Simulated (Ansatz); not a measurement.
Cubic perovskite CsSnI₃ (cubic high-temperature phase) was calculated with LDA (Ansatz, a first-principles code, plane waves, PAW).

Numerical settings: plane-wave cutoff 500 eV, 6×6×6 k mesh, gaussian smearing 0.02 eV, scalar-relativistic PAW data made under PBE.

Computed at the level's own relaxed cell.

Problem. Give the computed equilibrium volume per atom and lattice parameter a.

Solution. 
- equilibrium volume per atom = 43.95 Å³/atom
- lattice parameter a = 6.035 Å

The run finds no gap.

Note: the relaxation could not lower the start's symmetry, so the cell can be a saddle point above a distorted one.

Spin–orbit coupling is not included.

Static lattice: no zero-point or thermal effects.

It cost roughly 60 core-seconds of CPU time.
